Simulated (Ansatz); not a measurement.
Take CuI in the wurtzite structure (space group P6_3mc, No. 186; a = 4.187 Å, c = 6.898 Å) as the base.

Now apply this change: a hydrostatic pressure of 7.5 GPa.

Levels (all Ansatz, a first-principles code, PAW): PBEsol (420 eV, no SOC); PBEsol+SOC (420 eV, with spin-orbit coupling).

The geometry is relaxed with PBEsol.

| Quantity | Result |
|---|---|
| PBEsol valence-band top at Γ | 0.00, 0.00, -0.13 eV |
| PBEsol lowest conduction level above the VBM at special points | Γ 1.57 eV; L 2.32 eV; M 2.41 eV; A 2.56 eV |
| PBEsol gap character | direct at Γ |

With PBEsol+SOC at the same geometry, the valence-band top at Γ (three highest Kramers pairs, from the VBM) changes from 0.00, 0.00, -0.13 eV to 0.00, -0.09, -0.63 eV; the lowest conduction level above the VBM at special points becomes Γ 1.37 eV; L 2.12 eV; M 2.20 eV; A 2.36 eV (PBEsol: Γ 1.57 eV; L 2.32 eV; M 2.41 eV; A 2.56 eV); the gap character is still direct at Γ; the hole mass amounts to 1.0 mₑ along c, 0.25 mₑ across (at Γ).

Single points use the geometry relaxed with PBEsol. Differences between runs with and without spin-orbit coupling are approximate. Spin-orbit coupling, missing from the scalar runs, can matter with I. Load acts through the strain it causes; cell and atoms are relaxed under it. Effective masses come from finite differences of ±0.01 Å⁻¹. Whether these cells are dynamically stable was not tested. Tetrahedral semiconductors of this kind turn to denser phases somewhere between about 1 and 50 GPa; those were not computed, so compressed cells here can lie past the real transition. The runs without spin-orbit coupling are not spin-polarised. This is not the structure that CuI has at room temperature and ambient pressure.
